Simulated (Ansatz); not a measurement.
## Effect of uniaxial strain ε_zz = −1.00 % on MoSi2

Consider MoSi2 (space group I4/mmm, No. 139; a = 3.217 Å, c = 7.875 Å; relaxed with 0.1 eV smearing). Axes: x, y, z lie along a, b, c of the conventional cell.

Perturbation: the cell is compressed by 1.00 % along z with no lateral relaxation, atoms relaxed at fixed cell.

The values are results of PBE (Ansatz, a quantum-chemistry and plane-wave program), no spin-orbit coupling, not measurements. Settings: 25×25×25 k-points, 0.1 eV Fermi–Dirac smearing.

```tsv
quantity	base	changed	shift
volume per atom	13.58 Å³	13.44 Å³	-0.14 Å³
space group	I4/mmm (No. 139)	I4/mmm (No. 139)	–
shortest interatomic distance	2.597 Å	2.575 Å	-0.0228 Å
energy relative to the base (free energy F)	0 meV/atom	+2.1 meV/atom	+2.1 meV/atom
pressure (mean of the normal stresses, compression positive)	0.0 GPa	2.3 GPa	+2.3 GPa
band gap	zero	zero	–
stress (xx, yy, zz, yz, xz, xy; compression positive)	–	(0.9, 0.9, 5.1, 0.0, 0.0, 0.0) GPa	–
```

Final structure:

```
CELL_PARAMETERS angstrom
     -1.60839     1.60839     3.89791
      1.60839    -1.60839     3.89791
      1.60839     1.60839    -3.89791
ATOMIC_POSITIONS crystal
  Si 0.66513 0.66513 0.00000
  Si 0.33487 0.33487 0.00000
  Mo 0.00000 0.00000 0.00000
```

Whether these cells are dynamically stable was not tested. The final runs are not spin-polarised.
